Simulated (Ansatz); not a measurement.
Defect: interstitial H in amorphous Ga28O42 (a melt-quenched model of 70 atoms), charge state +1. The step: several atoms move together, Ga the farthest; the atom moves 1.28 Å along (0.09, -0.05, -0.09) of the unit cell; the moving atom starts with neighbours O at 1.81, O at 1.88, O at 1.89, O at 1.93 Å and ends with O at 1.89, O at 1.92, O at 1.98, O at 2.07, O at 2.18, O at 2.40 Å. A PBE band in Ansatz (plane-wave PAW, the Γ point alone, 70 host sites, 47 SCF runs with any check of the saddle's order, static, no finite-size correction) gives a forward barrier of 0.41 eV. The saddle point's order was not checked. The charge state is imposed; whether it is stable for some Fermi level was not computed. Sites that were not tried may lie lower. The start lies 0.19 eV above the lowest site run (PBE).

Single points at the band's start and saddle point can refine it. Rough cost of one point, in units of the band's mean SCF on the same machine:

| Level | Cost of one point |
|---|---|
| PBE, a 2×2×2 k-point mesh shifted by half a step | about 10 |
| r2SCAN at 500 eV, the Γ point alone | about 5 |

Question: Which of these move the barrier by more than 0.1 eV, and how far does each move it?

Answer: PBE, a 2×2×2 k-point mesh shifted by half a step: 0.00 eV; r2SCAN at 500 eV, the Γ point alone: +0.12 eV. Each functional is compared with PBE at the same k-points.

Ansatz is an electronic-structure program.
